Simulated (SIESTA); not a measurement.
SIESTA run on YPd3 (Pm-3m, 4 atoms in the cell): relaxation of cell and atoms.

Computed with GGA PBEsol, numerical atomic orbitals DZP, PseudoDojo PBEsol standard norm-conserving potentials (rewritten from UPF to PSML) (SIESTA 5.4.2).

```yaml
crystal:
  lattice:
    - [4.09992, 0.00000, 0.00000]
    - [0.00000, 4.09992, 0.00000]
    - [0.00000, 0.00000, 4.09992]
  atoms:
    - { symbol: Y, position: [0.00000, 0.00000, 0.00000] }
    - { symbol: Pd, position: [0.50000, 0.50000, 0.00000] }
    - { symbol: Pd, position: [0.00000, 0.50000, 0.50000] }
    - { symbol: Pd, position: [0.50000, 0.00000, 0.50000] }
```

Reference input (self-consistent single point, DFT, GGA PBEsol, numerical atomic orbitals DZP, PseudoDojo PBEsol standard norm-conserving potentials (rewritten from UPF to PSML)): XC.functional = GGA; XC.authors = PBEsol; potentials = PseudoDojo PBEsol standard; PAO.BasisSize = DZP; PAO.EnergyShift = 0.01 Ry; MeshCutoff = 300 Ry; kgrid.MonkhorstPack = 7 7 7; OccupationFunction = MP; OccupationMPOrder = 0; ElectronicTemperature = 0.272 eV; MaxSCFIterations = 150; SCF.Mixer.Method = Broyden. This run's input differs from it in these lines:

```diff
@@ -44,2 +44,7 @@
 Diag.ParallelOverK           true
+MD.TypeOfRun                 Broyden
+MD.Steps                     40
+MD.MaxForceTol               0.02 eV/Ang
+MD.VariableCell              true
+MD.MaxStressTol              0.05 GPa
 WriteForces                  true
```

Output (repeated stretches shortened):

```
        iscf     Eharris(eV)        E_KS(eV)     FreeEng(eV)     dDmax    Ef(eV) dHmax(eV)
   scf:    1   -12095.520708   -12117.955788   -12118.035982  1.413232 -5.222915  2.902542
   scf:    2   -12118.934900   -12118.670453   -12118.713133  0.099528 -5.505427  2.359062
   scf:    3   -12118.847781   -12118.769904   -12118.815506  0.040115 -5.529145  1.193208
   scf:    4   -12118.843551   -12118.816336   -12118.859528  0.049465 -5.602784  0.053714
   scf:    5   -12118.818281   -12118.817695   -12118.859995  0.004925 -5.613561  0.060387
   [... 2 lines left out ...]
   scf:    8   -12118.817386   -12118.817352   -12118.860264  0.000071 -5.613600  0.001318
   scf:    9   -12118.817333   -12118.817343   -12118.860264  0.000037 -5.613728  0.000724
   scf:   10   -12118.817343   -12118.817343   -12118.860264  0.000022 -5.613826  0.000499
   scf:   11   -12118.817344   -12118.817344   -12118.860264  0.000010 -5.613888  0.000340
SCF Convergence by DM+H criterion
max |DM_out - DM_in|         :     0.0000098627
max |H_out - H_in|      (eV) :     0.0003401713
SCF cycle converged after 11 iterations

Using DM_out to compute the final energy and forces

siesta: E_KS(eV) =           -12118.8173

siesta: E_KS - E_eggbox =    -12118.8173

siesta: Atomic forces (eV/Ang):
     1    0.000000    0.000000    0.000000
     2   -0.000000   -0.000000   -0.000000
     3   -0.000000   -0.000000   -0.000000
     4   -0.000000   -0.000000   -0.000000
   Tot   -0.000000   -0.000000   -0.000000
   Max    0.000000
   Res    0.000000    sqrt( Sum f_i^2 / 3N )
   Max    0.000000    constrained

Stress tensor Voigt[x,y,z,yz,xz,xy] (kbar):       68.62       68.62       68.62        0.00        0.00        0.00
(Free)E + p*V (eV/cell)   -12121.8119
   [... lines left out ...]
siesta: Pressure (static):        -68.62052952  kBar
siesta: Pressure (total):        -68.62052952  kBar
No target stress found, assuming hydrostatic MD.TargetPressure.
Target stress (kBar)
outcell: Cell volume (Ang**3)        :     65.7826
        iscf     Eharris(eV)        E_KS(eV)     FreeEng(eV)     dDmax    Ef(eV) dHmax(eV)
siesta: Pressure (static):         -0.02990786  kBar
siesta: Pressure (total):         -0.02990786  kBar
outcell: Cell volume (Ang**3)        :     65.7826
siesta: FreeEng =    -12118.930148
   [... lines left out ...]
              0.261   1.601   1.601   1.629   1.726   1.646   0.166   0.166

              0.161   0.118   0.179

mulliken: Qtot =       65.000

Mulliken Atomic Populations:
Atom #   charge [q] valence [e]  Species
     1     0.164729   10.835271  Y
     2    -0.054910   18.054910  Pd
     3    -0.054909   18.054909  Pd
     4    -0.054910   18.054910  Pd
 Total    -0.000000
```

The run converged. 

Summary of the result:
```
Quantity                                                                                                     Value
------------------------------------  ----------------------------------------------------------------------------
Free energy E − TS                                                                                  -12118.9301 eV
Fermi level (on the code's own zero)                                                                      -5.66 eV
Pressure                                                                                                  0.00 GPa
Final cell                            a = 4.0368 Å, b = 4.0368 Å, c = 4.0368 Å, α = 90.00°, β = 90.00°, γ = 90.00°
Final volume per atom                                                                                     16.45 Å³
Relaxation steps                                                                                                 7
```

The starting cell comes from a database of computed structures (which also holds hypothetical and non-ambient phases and stackings), without a prior relaxation at this level. Spin polarisation is off. Values carry the incompleteness of an atom-centred basis.

Cost on one core of a shared machine: roughly 4 min.
